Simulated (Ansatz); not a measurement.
# Convergence study of the plane-wave cutoff for Pt (Fm-3m, 1 atom in the cell)

```yaml
crystal:
  lattice:
    - [0.00000, 1.95412, 1.95412]
    - [1.95412, 0.00000, 1.95412]
    - [1.95412, 1.95412, 0.00000]
  atoms:
    - { symbol: Pt, position: [0.00000, 0.00000, 0.00000] }
```

Computed with PBEsol, default PAW files made with PBE (plane waves; Ansatz, a first-principles code).

Base settings: basis.ecutwfc = 420 eV; kpoints.mp_grid.grid = 14 14 14; hamiltonian.xc = pbesol; hamiltonian.pseudopotentials = {kind: paw} (the program's default PAW files); scf.occupations.method = gaussian; scf.occupations.width = 0.1 eV.

The second cell is the first with its lattice scaled by 0.98.

The mesh stays at the base's, so the ladder's end is converged at best in this setting alone.

The first pressure column holds Ansatz's estimate of the finite-basis (Pulay) stress, which hides part of the cutoff error; the other is without it.

Only quantities that move along the ladder and can be compared are tabulated.

The count of work is k-points × plane waves × bands × iterations; it is no time. 

The starting cell has typed, rounded lattice constants, without a prior relaxation at this level. Its lattice was rescaled by up to half a per cent. Spin polarisation is off.

```csv
basis.ecutwfc,free energy less the last step's (meV/atom),energy of the compressed cell less the first (meV/atom),pressure (GPa),pressure without the Pulay estimate (GPa),count of work / last
145 eV,60028.37,-821.78,-132.71,-1944.23,0.055
170 eV,28364.19,-549.69,-111.24,-1136.43,0.061
190 eV,15025.37,-26.85,-30.75,-696.90,0.097
210 eV,7633.24,25.87,7.77,-406.83,0.12
230 eV,3511.96,169.45,26.36,-216.30,0.11
250 eV,1496.31,107.49,7.09,-107.53,0.13
295 eV,179.53,69.53,1.96,-17.23,0.16
335 eV,20.31,66.05,1.95,-0.81,0.17
380 eV,2.87,66.26,2.10,1.95,0.24
420 eV,1.86,66.21,2.09,2.03,0.27
460 eV,0.96,66.13,2.08,2.01,0.31
505 eV,0.40,66.07,2.07,2.05,0.36
565 eV,0.23,66.06,2.07,2.06,0.43
630 eV,0.14,66.06,2.07,2.06,0.50
735 eV,0.07,66.06,2.07,2.07,0.60
840 eV,0.03,66.05,2.07,2.07,0.81
1010 eV,0.00,66.05,2.07,2.07,1.0
```

Coarsest basis.ecutwfc that holds the free energy within 2 meV/atom of the last step, with all finer ones: 420 eV, at 0.27 of the last step's count of work; the step before is off by 2.9 meV/atom.

Coarsest basis.ecutwfc that holds the pressure without the Pulay estimate within 1 GPa of the last step, with all finer ones: 380 eV, at 0.24 of the last step's count of work; the step before is off by 2.9 GPa.

Coarsest basis.ecutwfc that holds the pressure within 1 GPa of the last step, with all finer ones: 295 eV, at 0.16 of the last step's count of work; the step before is off by 5.0 GPa.

The energy difference between the two cells stays within 1 meV/atom of the last step's from 335 eV on, the total only from 460 eV on: much of the error is common to both cells and cancels.

At the lowest cutoff the pressure without the Pulay estimate lies 1950 GPa under the last step's, the usual sign of Pulay stress in an incomplete plane-wave basis.

Keys are those of Ansatz 0.2.
